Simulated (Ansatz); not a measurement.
**MoS2: thickness series**

The reference is MoS₂ in the 2H-MoS2 type structure (space group P6_3/mmc, No. 194; a = 3.173 Å, c = 12.436 Å; layered, stacked along the Cartesian z axis).

Free-standing slabs (3 atom(s) a layer) normal to the stacking axis with 15 Å of vacuum; in-plane cell relaxed.

Level of theory: r2SCAN+rVV10 in Ansatz (plane waves to 500 eV, PAW, scalar-relativistic without spin-orbit coupling).

```csv
number of layers,band gap (eV)
1,1.77
2,1.32
3,?
4,1.14
```

### Question
Fit E_g(N) = E_bulk + A N^(−s) with E_bulk = 1.01 eV, fitted as a line in log–log form to the rows shown and predict the withheld row.

### Answer
Least squares on the printed values gives A = 0.76 eV, s = 1.27 (largest residual 0.00 eV); this predicts 1.20 eV, and the run gives 1.19 eV, in agreement.

No phonon test of stability was made.

Ansatz is a program for electronic structure.
